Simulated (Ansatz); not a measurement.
Electronic density of states of amorphous Hf18O39Al2, density 8.56 g/cm³, on a 2×2×2 Γ-centred mesh with a Gaussian width of 0.1 eV; energies count from the Fermi level, whose place inside the gap is arbitrary. Cell and mesh are small, so fine structure isn't converged. The numbers are results of PBE, scalar-relativistic without spin-orbit coupling (plane waves to 420 eV, PAW; Ansatz, an electronic-structure program), not measurements. Sampling: a 2×2×2 Γ-centred mesh; Fermi-Dirac width 0.02 eV; no spin polarisation. At PBE the levels at the filled edge of the gap are localised (band-tail or defect states).

Preparation: random packing, a CHGNet melt and quench, and a DFT relaxation. O atoms were pushed apart under 1.9 Å during the dynamics, to hinder bonds among them. The hot cell started wider than the set density and was brought back towards it in steps. It is the lowest in DFT energy of 2 quenches. It is a model cell: composition and starting density were chosen by hand, and all elements were melted together. No dispersion term was used. Its density started from a set value of 8.56 and ended at 8.56 g/cm³. Cooling (nominally 380 K/ps over its main leg) ran many orders faster than in experiment, which tends to leave more defects and strain. Values belong to this one cell and scatter from quench to quench. The volume was held where the preparation left it, at a PBE pressure of -1.1 GPa (tension). Stress components on the final sampling reach 2.0 GPa. On a 2×2×2 Γ-centred mesh force components of up to 0.13 eV/Å stay, since the relaxation ran on the zone centre alone.

| E - EF (eV) | states/(eV atom) |
|---|---|
| -12.00 | 1.13 |
| -11.90 | 0.49 |
| -11.80 | 0.05 |
| -11.70 | 0.00 |
| -11.60 | 0.00 |
| -11.50 | 0.00 |
| -11.40 | 0.00 |
| -11.30 | 0.00 |
| -11.20 | 0.00 |
| -11.10 | 0.00 |
| -11.00 | 0.00 |
| -10.90 | 0.00 |
| -10.80 | 0.00 |
| -10.70 | 0.00 |
| -10.60 | 0.00 |
| -10.50 | 0.00 |
| -10.40 | 0.00 |
| -10.30 | 0.00 |
| -10.20 | 0.00 |
| -10.10 | 0.00 |
| -10.00 | 0.00 |
| -9.90 | 0.00 |
| -9.80 | 0.00 |
| -9.70 | 0.00 |
| -9.60 | 0.00 |
| -9.50 | 0.00 |
| -9.40 | 0.00 |
| -9.30 | 0.00 |
| -9.20 | 0.00 |
| -9.10 | 0.00 |
| -9.00 | 0.00 |
| -8.90 | 0.00 |
| -8.80 | 0.00 |
| -8.70 | 0.00 |
| -8.60 | 0.00 |
| -8.50 | 0.00 |
| -8.40 | 0.00 |
| -8.30 | 0.00 |
| -8.20 | 0.00 |
| -8.10 | 0.00 |
| -8.00 | 0.00 |
| -7.90 | 0.00 |
| -7.80 | 0.00 |
| -7.70 | 0.00 |
| -7.60 | 0.01 |
| -7.50 | 0.08 |
| -7.40 | 0.19 |
| -7.30 | 0.23 |
| -7.20 | 0.19 |
| -7.10 | 0.28 |
| -7.00 | 0.39 |
| -6.90 | 0.41 |
| -6.80 | 0.48 |
| -6.70 | 0.55 |
| -6.60 | 0.56 |
| -6.50 | 0.60 |
| -6.40 | 0.71 |
| -6.30 | 0.71 |
| -6.20 | 0.77 |
| -6.10 | 0.85 |
| -6.00 | 0.87 |
| -5.90 | 0.80 |
| -5.80 | 0.83 |
| -5.70 | 0.83 |
| -5.60 | 0.83 |
| -5.50 | 0.86 |
| -5.40 | 0.87 |
| -5.30 | 0.81 |
| -5.20 | 0.80 |
| -5.10 | 0.78 |
| -5.00 | 0.73 |
| -4.90 | 0.79 |
| -4.80 | 0.84 |
| -4.70 | 0.80 |
| -4.60 | 0.77 |
| -4.50 | 0.80 |
| -4.40 | 0.85 |
| -4.30 | 0.81 |
| -4.20 | 0.79 |
| -4.10 | 0.84 |
| -4.00 | 0.85 |
| -3.90 | 0.90 |
| -3.80 | 0.89 |
| -3.70 | 0.88 |
| -3.60 | 0.96 |
| -3.50 | 0.95 |
| -3.40 | 0.97 |
| -3.30 | 0.99 |
| -3.20 | 0.93 |
| -3.10 | 0.86 |
| -3.00 | 0.96 |
| -2.90 | 0.94 |
| -2.80 | 0.82 |
| -2.70 | 0.75 |
| -2.60 | 0.71 |
| -2.50 | 0.60 |
| -2.40 | 0.55 |
| -2.30 | 0.57 |
| -2.20 | 0.44 |
| -2.10 | 0.37 |
| -2.00 | 0.27 |
| -1.90 | 0.16 |
| -1.80 | 0.04 |
| -1.70 | 0.00 |
| -1.60 | 0.00 |
| -1.50 | 0.00 |
| -1.40 | 0.00 |
| -1.30 | 0.00 |
| -1.20 | 0.00 |
| -1.10 | 0.00 |
| -1.00 | 0.00 |
| -0.90 | 0.00 |
| -0.80 | 0.00 |
| -0.70 | 0.00 |
| -0.60 | 0.00 |
| -0.50 | 0.00 |
| -0.40 | 0.00 |
| -0.30 | 0.00 |
| -0.20 | 0.00 |
| -0.10 | 0.00 |
| 0.00 | 0.00 |
| 0.10 | 0.00 |
| 0.20 | 0.00 |
| 0.30 | 0.00 |
| 0.40 | 0.00 |
| 0.50 | 0.00 |
| 0.60 | 0.00 |
| 0.70 | 0.00 |
| 0.80 | 0.00 |
| 0.90 | 0.00 |
| 1.00 | 0.00 |
| 1.10 | 0.00 |
| 1.20 | 0.00 |
| 1.30 | 0.00 |
| 1.40 | 0.00 |
| 1.50 | 0.00 |
| 1.60 | 0.00 |
| 1.70 | 0.00 |
| 1.80 | 0.04 |
| 1.90 | 0.15 |
| 2.00 | 0.17 |
| 2.10 | 0.24 |
| 2.20 | 0.38 |
| 2.30 | 0.41 |
| 2.40 | 0.42 |
| 2.50 | 0.44 |
| 2.60 | 0.48 |
| 2.70 | 0.53 |
| 2.80 | 0.63 |
| 2.90 | 0.67 |
| 3.00 | 0.64 |
| 3.10 | 0.65 |
| 3.20 | 0.69 |
| 3.30 | 0.67 |
| 3.40 | 0.73 |
| 3.50 | 0.78 |
| 3.60 | 0.76 |
| 3.70 | 0.73 |
| 3.80 | 0.70 |
| 3.90 | 0.69 |
| 4.00 | 0.67 |
| 4.10 | 0.69 |
| 4.20 | 0.73 |
| 4.30 | 0.75 |
| 4.40 | 0.68 |
| 4.50 | 0.63 |
| 4.60 | 0.59 |
| 4.70 | 0.57 |
| 4.80 | 0.57 |

The level gap on this mesh is 3.77 eV; the broadening fills part of it in the curve.
